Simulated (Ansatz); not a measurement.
We consider hcp Gd, described by BLYP (PAW; Ansatz, a quantum-chemistry and plane-wave program).

Settings: plane-wave cutoff 520 eV, 18×18×10 k mesh (along the axes of the cell as run), Fermi–Dirac smearing 0.05 eV, spin-polarised with parallel moments, scalar-relativistic PAW data made under PBE.

Cell (relaxed at this level):

```
CELL_PARAMETERS angstrom
      1.84630    -3.19789     0.00000
      1.84630     3.19789     0.00000
      0.00000     0.00000     5.89846
ATOMIC_POSITIONS crystal
  Gd 0.33333 0.66667 0.25000
  Gd 0.66667 0.33333 0.75000
```
Starting moments (μB, in the order of the record's atoms Gd Gd): 7.0 7.0.

Give the computed bulk modulus, magnetic moment per atom (the cell's total over its atoms) and pressure derivative B′ of the bulk modulus.


- bulk modulus = 30.7 GPa
- magnetic moment per atom (the cell's total over its atoms) = 7.48 μB
- pressure derivative B′ of the bulk modulus = 3.5

The run finds no gap.

Measured, for comparison: bulk modulus 37.9 GPa (room temperature, no zero-point or thermal correction; as tabulated in Wikipedia's data pages). Computed (rounded) less measured: bulk modulus -19 %.

Note: the 4f shell is treated without U or exact exchange, so its levels and filling can be wrong; the collinear magnetic order is the start's and need not be the measured one; the bulk modulus comes from volumes at which shape and atoms were relaxed.

Moments are spin moments.

Spin–orbit coupling is not included.

Static lattice: no zero-point or thermal effects.
